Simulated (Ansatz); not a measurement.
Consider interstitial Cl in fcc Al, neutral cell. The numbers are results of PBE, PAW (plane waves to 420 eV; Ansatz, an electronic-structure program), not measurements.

Cell of 32 host sites held at the relaxed PBE lattice; a 3×3×3 k-point mesh shifted by half a step; Fermi-Dirac width 0.10 eV, spin-restricted; finite-size errors left in. Energies are static. Sites that were not tried may lie lower.

Barriers: single points on a 5×5×5 k-point mesh shifted by half a step at the bands' geometries (they differ from the bands' own by up to 0.08 eV, and are uncertain by about as much).

Relaxed starting cell (atoms counted from 1):

```
Al32Cl
1.0
    8.08392     0.00000     0.00000
    0.00000     8.08392     0.00000
    0.00000     0.00000     8.08392
Al Cl
32 1
Cartesian
 -0.01785  -0.01698  -0.01645
 -0.08432  -0.08423   4.06309
 -0.08552   4.06243  -0.08461
  0.00133   4.03101   4.03103
  4.06144  -0.08753  -0.08750
  4.03047   0.00044   4.03140
  4.03028   4.03073   0.00003
  4.31927   4.31731   4.32296
  0.00142   2.02009   2.02027
 -0.08644   1.98709   6.13613
 -0.08837   6.13626   1.98894
 -0.01692   6.06718   6.06739
  4.31898   1.72480   1.72879
  4.03156   2.01861   6.04943
  4.03129   6.04933   2.01934
  4.06138   6.13604   6.13548
  2.01771   0.00074   2.01890
  1.98591  -0.08635   6.13622
  1.72832   4.32314   1.73275
  2.01913   4.03121   6.04840
  6.13691  -0.08592   1.99053
  6.06696  -0.01680   6.06697
  6.04834   4.03090   2.01943
  6.13722   4.06158   6.13686
  2.01849   2.01965  -0.00065
  1.73352   1.73322   4.32242
  1.98779   6.13570  -0.08531
  2.01962   6.04977   4.03037
  6.13644   1.98938  -0.08438
  6.04967   2.01967   4.03067
  6.06689   6.06787  -0.01845
  6.13493   6.13538   4.06322
  3.02691   3.02574   3.02057
```

End state 1 differs by these moves (Å; atoms that move under 0.08 Å are left out):

```tsv
atom	element	Δx	Δy	Δz
1	Al	-0.07	-0.07	-0.01
2	Al	0.07	0.07	-0.01
3	Al	0.09	-0.03	0.09
4	Al	-0.09	0.03	0.09
5	Al	-0.03	0.09	0.10
6	Al	0.03	-0.09	0.09
7	Al	0.29	0.29	-0.28
8	Al	-0.29	-0.29	-0.28
10	Al	0.00	0.00	-0.15
13	Al	0.01	0.01	0.58
16	Al	0.00	0.00	-0.15
18	Al	0.00	0.00	-0.15
19	Al	0.00	0.00	0.57
24	Al	0.00	0.00	-0.15
25	Al	-0.29	-0.29	-0.28
26	Al	0.29	0.29	-0.28
27	Al	0.03	-0.09	0.09
28	Al	-0.03	0.09	0.09
29	Al	-0.09	0.03	0.09
30	Al	0.09	-0.03	0.10
31	Al	0.07	0.07	-0.01
32	Al	-0.07	-0.07	-0.01
33	Cl	0.00	0.00	-2.00
```

What is the computed forward and backward barriers to end state 1 (PBE, PAW)?

forward 0.30 eV, backward 0.30 eV; at the saddle point atom 33 has neighbours 2 Al at 2.23, 2 Al at 2.46, 2 Al at 2.89 Å. The program found a first-order saddle point.
